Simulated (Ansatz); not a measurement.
# AlBiO3: uniaxial strain ε_zz = +4.00 %

Take AlBiO3 in the cubic perovskite structure (space group Pm-3m, No. 221; a = 3.753 Å; a cell from a computed database, its experimental status unchecked) as the base. Axes: x, y, z lie along the cube axes.

One thing is altered: uniaxial strain ε_zz = +4.00 %, all other strain components held at zero, atoms relaxed at fixed cell.

Level of theory: PBEsol/PAW in Ansatz (a program for electronic structure), scalar-relativistic without spin-orbit coupling. k-mesh 9×9×9 (Γ-centred); smearing 0.05 eV (Fermi–Dirac).

```json
[
 {"quantity": "volume per atom", "base": "10.58 Å³", "changed": "11.00 Å³", "shift": "+0.42 Å³"},
 {"quantity": "space group", "base": "Pm-3m (No. 221)", "changed": "P4/mmm (No. 123)", "shift": "–"},
 {"quantity": "shortest interatomic distance", "base": "1.877 Å", "changed": "1.877 Å", "shift": "0.000 Å"},
 {"quantity": "energy relative to the base (free energy F)", "base": "0 meV/atom", "changed": "+16 meV/atom", "shift": "+16 meV/atom"},
 {"quantity": "pressure (mean of the normal stresses, compression positive)", "base": "0.00 GPa", "changed": "-7.00 GPa", "shift": "-6.993 GPa"},
 {"quantity": "band gap", "base": "1.54 eV", "changed": "1.06 eV", "shift": "-0.475 eV"},
 {"quantity": "gap character", "base": "–", "changed": "indirect, M → X", "shift": "–"},
 {"quantity": "electron mass", "base": "0.14 mₑ along k, 0.23 mₑ across (at X)", "changed": "0.13 mₑ along k, 0.22 mₑ across (at X)", "shift": "–"},
 {"quantity": "valley order (the lowest conduction-band minima on the path, energy above the VBM, named in the base's zone)", "base": "X along ⟨100⟩ 1.54 eV; a point along ⟨111⟩, about 0.7 Å⁻¹ from Γ 2.49 eV", "changed": "X along [010] 1.06 eV; X along [001] 1.44 eV", "shift": "–"},
 {"quantity": "stress (xx, yy, zz, yz, xz, xy; compression positive)", "base": "–", "changed": "(-4.80, -4.80, -11.39, 0.00, 0.00, 0.00) GPa", "shift": "–"}
]
```

Final structure:

```
AlBiO3
1.0
    3.75348     0.00000     0.00000
    0.00000     3.75348     0.00000
    0.00000     0.00000     3.90362
Al Bi O
1 1 3
Direct
  0.50000   0.50000   0.50000
  0.00000   0.00000   0.00000
  0.50000   0.00000   0.50000
  0.00000   0.50000   0.50000
  0.50000   0.50000   0.00000
```

Spin-orbit coupling, missing from the scalar runs, can matter with Bi. Effective masses come from finite differences of ±0.01 Å⁻¹. Along k means along the line from Γ to the band edge. No phonon test of stability was made. Many cubic perovskites are stable only at high temperature; tilts and polar distortions were not tested. k-point labels follow each cell's own Brillouin zone.
